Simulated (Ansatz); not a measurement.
This Ansatz (a program for electronic structure) input is the reference run, TiSi₂ (space group Cmcm, No. 63), computed with DFT with PBE, PAW potentials and a 420 eV plane-wave cutoff in Ansatz, scalar-relativistic without spin-orbit coupling, earlier PAW set:

Ansatz 0.2 input:
```yaml
crystal:
  lattice:
    - [1.7729693677, -6.7825198296, 0]
    - [1.7729693677, 6.7825198296, 0]
    - [0, 0, 3.579693024]
  atoms:
    - { symbol: Si, position: [0.9408388252, 0.0591611748, 0.75] }
    - { symbol: Si, position: [0.0591611748, 0.9408388252, 0.25] }
    - { symbol: Si, position: [0.2502792407, 0.7497207593, 0.75] }
    - { symbol: Si, position: [0.7497207593, 0.2502792407, 0.25] }
    - { symbol: Ti, position: [0.6032003435, 0.3967996565, 0.75] }
    - { symbol: Ti, position: [0.3967996565, 0.6032003435, 0.25] }
basis: { ecutwfc: 420, ecutrho_ratio: 4, xc_grid: 2, fft_grid_basis: typed }
kpoints: { mp_grid: { grid: [14, 14, 13] } }
hamiltonian:
  xc: pbe
  dispersion: none
  pseudopotentials: { azcp: { folder: ./paw }, kind: paw }
scf: { occupations: { method: fermi_dirac, width: 0.05 }, convergence: { dr2_threshold: 0.0000000006 } }
output: { forces: true, stress: true }
checkpoint: { write: state.ck, write_every: 1000 }
```

Problem. Write the input for this change: uniaxial stress, 5 GPa compression along x; all other stress components relax to zero.

Solution. 
Ansatz 0.2 input:
```yaml
crystal:
  lattice:
    - [1.7729693677, -6.7825198296, 0]
    - [1.7729693677, 6.7825198296, 0]
    - [0, 0, 3.579693024]
  atoms:
    - { symbol: Si, position: [0.9408388252, 0.0591611748, 0.75] }
    - { symbol: Si, position: [0.0591611748, 0.9408388252, 0.25] }
    - { symbol: Si, position: [0.2502792407, 0.7497207593, 0.75] }
    - { symbol: Si, position: [0.7497207593, 0.2502792407, 0.25] }
    - { symbol: Ti, position: [0.6032003435, 0.3967996565, 0.75] }
    - { symbol: Ti, position: [0.3967996565, 0.6032003435, 0.25] }
basis: { ecutwfc: 420, ecutrho_ratio: 4, xc_grid: 2, fft_grid_basis: typed }
kpoints: { mp_grid: { grid: [14, 14, 13] } }
hamiltonian:
  xc: pbe
  dispersion: none
  pseudopotentials: { azcp: { folder: ./paw }, kind: paw }
scf: { occupations: { method: fermi_dirac, width: 0.05 } }
relax: { f_tol: 0.005, max_steps: 50, cell: { stress_tol: 0.01, sigma_target: [5, 0, 0, 0, 0, 0] } }
output: { forces: true, stress: true }
checkpoint: { write: state.ck, write_every: 1000 }
```
This is the input that was run.

Load acts through the strain it causes; cell and atoms are relaxed under it. sigma_target is in GPa, compression positive, in the order xx, yy, zz, yz, xz, xy. Stability under load was not tested beyond the relaxation. All final runs are without spin polarisation.
